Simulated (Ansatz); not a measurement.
## InP: response to strain

The reference is InP in the zinc blende structure (space group F-43m, No. 216; a = 5.9070 Å). Axes: x, y, z lie along the cube axes.

Strains are applied to the cell and any free atomic positions relax.

Calculations: Kohn–Sham DFT with the r2SCAN functional, run in Ansatz (a program for electronic structure) with PAW and 500 eV plane waves, scalar-relativistic without spin-orbit coupling.

Notes on the quantities. pressure: mean of the normal stresses, compression positive.

| change | band gap | shortest interatomic distance | electron mass | pressure |
|---|---|---|---|---|
| base | 1.03 eV | 2.558 Å | 0.074 mₑ (at Γ) | 0.00 GPa |
| uniaxial strain ε_zz = +0.50 % | 0.99 eV | 2.562 Å | 0.071 mₑ (at Γ) | -0.34 GPa |
| uniaxial strain ε_zz = +1.00 % | 0.95 eV | 2.566 Å | 0.070 mₑ (at Γ) | -0.67 GPa |
| uniaxial strain ε_zz = +1.50 % | ? | ? | – | -0.99 GPa |
| uniaxial strain ε_zz = +2.00 % | ? | 2.575 Å | 0.069 mₑ along z, 0.065 mₑ across (at Γ) | -1.30 GPa |
| uniaxial strain ε_zz = +2.50 % | 0.84 eV | ? | 0.067 mₑ along z, 0.062 mₑ across (at Γ) | -1.61 GPa |
| uniaxial strain ε_zz = +3.00 % | 0.80 eV | 2.584 Å | 0.066 mₑ along z, 0.060 mₑ across (at Γ) | -1.91 GPa |

**Question.** Fill in the withheld entries from the trend.

**Answer.** 
- uniaxial strain ε_zz = +1.50 %, band gap: 0.92 eV
- uniaxial strain ε_zz = +1.50 %, shortest interatomic distance: 2.571 Å
- uniaxial strain ε_zz = +2.00 %, band gap: 0.88 eV
- uniaxial strain ε_zz = +2.50 %, shortest interatomic distance: 2.579 Å

Effective masses come from finite differences of ±0.01 Å⁻¹. No phonon test of stability was made.
